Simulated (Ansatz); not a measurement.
Results of PBEsol in Ansatz (PAW) for WO3 (within 0.1 Å of Pbca, No. 61, 32 atoms in the cell; start mp-619461).

Run with plane-wave cutoff 520 eV, 6×6×6 k mesh, Fermi–Dirac smearing 0.01 eV, no spin polarisation, scalar-relativistic PAW data made under PBE.

Cell (relaxed at this level):

```
CELL_PARAMETERS angstrom
      7.63291     0.00000     0.00828
      0.00000     7.46050     0.00000
     -0.01618     0.00000     7.71779
ATOMIC_POSITIONS crystal
  W  0.47497 0.24448 0.22142
  W  0.52503 0.75552 0.77858
  W  0.52503 0.74448 0.27858
  W  0.47497 0.25552 0.72142
  W  0.97514 0.24407 0.27864
  W  0.02486 0.75593 0.72136
  W  0.02486 0.74407 0.22136
  W  0.97514 0.25593 0.77864
  O  0.99006 0.22190 0.00554
  O  0.00994 0.77810 0.99446
  O  0.00994 0.72190 0.49446
  O  0.99006 0.27810 0.50554
  O  0.48999 0.22209 0.49447
  O  0.51001 0.77791 0.50553
  O  0.51001 0.72209 0.00553
  O  0.48999 0.27791 0.99447
  O  0.00165 0.99835 0.27806
  O  0.99835 0.00165 0.72194
  O  0.99835 0.49835 0.22194
  O  0.00165 0.50165 0.77806
  O  0.50307 0.49825 0.27784
  O  0.49693 0.50175 0.72216
  O  0.49693 0.99825 0.22216
  O  0.50307 0.00175 0.77784
  O  0.25867 0.74817 0.24729
  O  0.74133 0.25183 0.75271
  O  0.74133 0.24817 0.25271
  O  0.25867 0.75183 0.74729
  O  0.75869 0.75303 0.25267
  O  0.24131 0.24697 0.74733
  O  0.24131 0.25303 0.24733
  O  0.75869 0.74697 0.75267
```

What does this level give for the band gap?


* **band gap**: 1.38 eV

Spin–orbit coupling is not included.

Cost on a shared machine: around 13 core-minutes (rough).

A start named mp-… is a Materials Project structure, which need not be a measured phase.

Ansatz is a program for electronic structure.
